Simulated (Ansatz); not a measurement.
Base system: Ca in the fcc (Cu type) structure (space group Fm-3m, No. 225; a = 5.527 Å; relaxed with 0.1 eV smearing).

Level of theory: PBE, PAW, 420 eV (Ansatz, an electronic-structure program; no SOC).

Strains are applied to the cell and any free atomic positions relax.

One change was made to it. Results:

The pressure goes from zero to -0.9 GPa; the energy grows by 7.8 meV/atom; the band gap is still zero.

Task: Name the change that was made.
A) isotropic strain +2.00 %
B) isotropic strain +2.50 %
C) isotropic strain −1.50 %
D) isotropic strain +0.50 %

Result: A, isotropic strain +2.00 %. For comparison, the energy relative to the base in the other runs: isotropic strain +0.50 % gives +0.5 meV/atom; isotropic strain −1.50 % gives +4.9 meV/atom; isotropic strain +2.50 % gives +12 meV/atom.

No phonon test of stability was made.
